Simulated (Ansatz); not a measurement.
## What isotropic strain +2.28 % does to Na2PdH4

Start from Na2PdH4 (space group I4/mmm, No. 139; a = 5.2737 Å, c = 6.5142 Å; a cell from a computed database, its experimental status unchecked).

Now apply this change: every lattice vector is stretched by 2.28 %, atoms relaxed at fixed cell.

The values are results of r2SCAN (Ansatz, an electronic-structure program; PAW; 500 eV plane waves; scalar-relativistic without spin-orbit coupling), not measurements. Γ-centred 9×9×9 mesh, Fermi–Dirac width 0.05 eV.

```json
[
 {"quantity": "volume per atom", "base": "12.94 Å³", "changed": "13.85 Å³", "shift": "+0.91 Å³"},
 {"quantity": "space group", "base": "I4/mmm (No. 139)", "changed": "I4/mmm (No. 139)", "shift": "–"},
 {"quantity": "shortest interatomic distance", "base": "1.640 Å", "changed": "1.643 Å", "shift": "+0.003 Å"},
 {"quantity": "energy relative to the base (free energy F)", "base": "0 meV/atom", "changed": "+4.2 meV/atom", "shift": "+4.2 meV/atom"},
 {"quantity": "pressure (mean of the normal stresses, compression positive)", "base": "0.00 GPa", "changed": "-1.40 GPa", "shift": "-1.40 GPa"},
 {"quantity": "band gap", "base": "2.53 eV", "changed": "2.58 eV", "shift": "+0.05 eV"},
 {"quantity": "gap character", "base": "indirect, M → P", "changed": "indirect, M → P", "shift": "–"},
 {"quantity": "smallest direct gap", "base": "2.65 eV", "changed": "2.64 eV", "shift": "-0.01 eV"},
 {"quantity": "mean gap deformation potential ΔEg/Δln V", "base": "–", "changed": "+0.7 eV", "shift": "–"},
 {"quantity": "width of the top valence band", "base": "0.69 eV", "changed": "0.67 eV", "shift": "-0.02 eV"},
 {"quantity": "electron mass", "base": "0.62 mₑ along c, 0.38 mₑ across (at P)", "changed": "0.63 mₑ along c, 0.39 mₑ across (at P)", "shift": "–"},
 {"quantity": "valley order (the lowest conduction-band minima on the path, energy above the VBM, named in the base's zone)", "base": "P (1/4, 1/4, 1/4) 2.53 eV; M (1/2, 1/2, 1/2) 2.65 eV", "changed": "P (1/4, 1/4, 1/4) 2.58 eV; M (1/2, 1/2, 1/2) 2.64 eV", "shift": "–"},
 {"quantity": "largest internal atomic displacement", "base": "–", "changed": "0.034 Å", "shift": "–"}
]
```

Masses are band curvatures over ±0.01 Å⁻¹ around the edge. No phonon test of stability was made.
